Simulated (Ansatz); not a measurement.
# HfSi2: Hf vacancy, symmetric start

Start from a 12-atom supercell of HfSi₂ (space group Cmcm, No. 63; a = 3.6503 Å, b = 14.3497 Å, c = 3.6352 Å) at its relaxed geometry.

Perturbation: one Hf atom is removed, atoms relaxed at fixed cell.

The values are results of PBEsol in Ansatz (plane waves to 420 eV, PAW, spin-orbit coupling left out), not measurements. Settings: 5×7×7 k-points, 0.05 eV Fermi–Dirac smearing.

The energy gained by relaxation amounts to 0.16 eV and the mean distance from the defect site to its nearest host atoms drops by 0.046 Å to 2.63 Å.

The cell is small, so the values are those of an ordered compound at a high defect concentration; dilute-limit values will differ. The defect started on the symmetric site and kept its symmetry, so it may sit on a saddle. All final runs are without spin polarisation. The defect cell is not spin-polarised.

Ansatz is an electronic-structure program.
